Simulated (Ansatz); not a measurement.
The starting structures come from a database of crystals and need not be the phases stable at ambient conditions.

By PBEsol, the system below comes out a metal.

A figure of merit of an interconnect metal is its ballistic conductance per area.

Data:

```
ZrSi
1.0
    3.75684     0.00000     0.00000
    0.00000     3.77138     0.00000
    0.00000     1.88569     4.82439
Zr Si
2 2
Direct
  0.75000   0.64515   0.70970
  0.25000   0.35485   0.29030
  0.75000   0.92185   0.15630
  0.25000   0.07815   0.84370
```

The cell is strained (lengths along the current scaled by 0.97, ions clamped); by PBEsol it stands under a pressure of 1.8 GPa.

The current flows along the normal of the first two printed cell vectors. No spin-orbit coupling; the value is a mean over 0.1 eV about the Fermi level.

Question: Predict the ballistic conductance per area from PBEsol in Ansatz (a quantum-chemistry and plane-wave program).

Answer: 0.28 × 10¹⁵ S/m² for both spins.
